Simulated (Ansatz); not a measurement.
Take Mg in the hcp (Mg type) structure (space group P6_3/mmc, No. 194; relaxed with 0.1 eV smearing) as the base.

```
Mg
1.0
    3.17512     0.00000     0.00000
   -1.58756     2.74974     0.00000
    0.00000     0.00000     5.16281
Mg
2
Cartesian
  1.58756   0.91658   1.29070
  0.00000   1.83316   3.87211
```

Cartesian axes are those of the cell as printed.

Level of theory: PBEsol (Ansatz, a first-principles code, PAW, spin-orbit coupling left out).

Strains are applied to the cell and any free atomic positions relax; under biaxial strain the out-of-plane vector relaxes too.

One change was made to it. Results:

The volume per atom grows by 0.467 Å³ (22.54 Å³ → 23.00 Å³); the pressure (mean of the normal stresses, compression positive) goes from zero to -0.7 GPa; the band gap is still zero.

Q: Name the change that was made.
A. biaxial strain +1.00 %, plane normal [001], relaxed out of plane
B. biaxial strain −3.00 %, plane normal [001], relaxed out of plane
C. biaxial strain +3.00 %, plane normal [001], relaxed out of plane
D. biaxial strain +1.50 %, plane normal [001], relaxed out of plane

A: D, biaxial strain +1.50 %, plane normal [001], relaxed out of plane. For comparison, the volume per atom in the other runs: biaxial strain −3.00 %, plane normal [001], relaxed out of plane gives 21.54 Å³; biaxial strain +3.00 %, plane normal [001], relaxed out of plane gives 23.46 Å³; biaxial strain +1.00 %, plane normal [001], relaxed out of plane gives 22.85 Å³.

Whether these cells are dynamically stable was not tested.
